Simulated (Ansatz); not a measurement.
## Te: biaxial strain −2.35 %, plane normal [001], relaxed out of plane

Start from Te (space group P3_121, No. 152; a = 4.624 Å, c = 5.904 Å; made of chains). Axes: x lies along a and z along c of the hexagonal cell.

It is then changed as follows: biaxial strain −2.35 %, plane normal [001], relaxed out of plane (Cartesian); in-plane vectors clamped, the third vector and the atoms free.

Computed with plane-wave PAW DFT at the r2SCAN level (Ansatz, a program for electronic structure, 500 eV), no spin-orbit coupling, earlier PAW set. Γ-centred 8×8×6 mesh, Fermi–Dirac width 0.05 eV.

- Volume per atom: 35.22 Å³ (base 36.44 Å³)
- Space group: P3_121 (No. 152) (base P3_121 (No. 152))
- Shortest interatomic distance: 5.370 bohr (base 5.343 bohr)
- Pressure (mean of the normal stresses, compression positive): 0.30 GPa (base 0.00 GPa)
- Band gap: 0.35 eV (base 0.54 eV)
- Gap character: indirect, L–H (80 % along) → H (base indirect, L–H (80 % along) → H)
- Smallest direct gap: 0.37 eV (base 0.59 eV)
- Width of the top valence band: 2.51 eV (base 2.26 eV)
- Electron mass: 0.075 mₑ out of plane, 0.071 mₑ in plane (at H) (base 0.088 mₑ along c, 0.11 mₑ across (at H))
- Out-of-plane strain: +1.37 %
- Ratio −ε⊥/ε∥: 0.58

Final structure (turned so that z lies along the plane normal):

```yaml
crystal:
  lattice:
    - [4.51489, 0.00000, 0.00000]
    - [2.25745, 3.91001, 0.00000]
    - [0.00000, 0.00000, 5.98524]
  atoms:
    - { symbol: Te, position: [0.25881, 0.74119, 0.33333] }
    - { symbol: Te, position: [0.00000, 0.25881, 0.66667] }
    - { symbol: Te, position: [0.74119, 0.00000, 0.00000] }
```

Cost of the whole job for the changed cell (relaxation, final SCF and bands): around 5 core-minutes (rough).

Spin-orbit coupling, missing from the scalar runs, can matter with Te. Masses are band curvatures over ±0.01 Å⁻¹ around the edge. Stability against distortions was not tested. No dispersion term is included, though the crystal is made of layers, chains or molecules, so its spacings can come out too wide.
